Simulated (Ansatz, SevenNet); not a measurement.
For white tin (β-Sn), the machine-learned potential SevenNet-l3i5 (trained on PBE and PBE+U data) gives:

| Property | Value |
|---|---|
| lattice constant a | 5.933 Å |
| c axis length | 3.223 Å |

**Question.** What does r²SCAN-D4 in Ansatz (plane waves, PAW) give for the same quantities?

**Answer.** 
- lattice constant a: 5.859 Å (falls by 1.2 %)
- lattice parameter c: 3.172 Å (falls by 1.6 %)

For comparison: lattice constant a 5.831 Å (measured, 293 K, not corrected to a static lattice; as tabulated in Wikipedia's data pages); lattice parameter c 3.181 Å (measured, 293 K, no zero-point or thermal correction; as tabulated in Wikipedia's data pages).

Changes are worked out from the printed values.

Unless a cell is named, each level is at its own relaxed cell (SevenNet-l3i5 28.37, r²SCAN-D4 27.22 Å³/atom).

Ansatz's density-functional and Hartree–Fock values are scalar-relativistic unless marked +SOC, with PAW data made under PBE.

Ansatz is a program for electronic structure.
